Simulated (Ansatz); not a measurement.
Take Sr in the fcc (Cu type) structure (space group Fm-3m, No. 225; a = 5.9225 Å) as the base. Axes: x, y, z lie along the cube axes.

Level of theory: Ansatz (an electronic-structure program) PBEsol, no SOC.

Base values:

```
Property           Result
---------------  --------
Pressure          0.0 GPa
Volume per atom  51.93 Å³
```

Perturbation: tensile biaxial strain of 1.25 % in the plane normal to [111], as in epitaxy on a mismatched substrate; the out-of-plane cell vector and the atoms relax.

Problem. How does this affect the energy relative to the base, pressure and volume per atom?

Solution. The energy grows by 1.5 meV/atom; the pressure (mean of the normal stresses, compression positive) goes from zero to -0.2 GPa; the volume per atom rises by 1.12 Å³ to 53.05 Å³.

Stability against distortions was not tested.
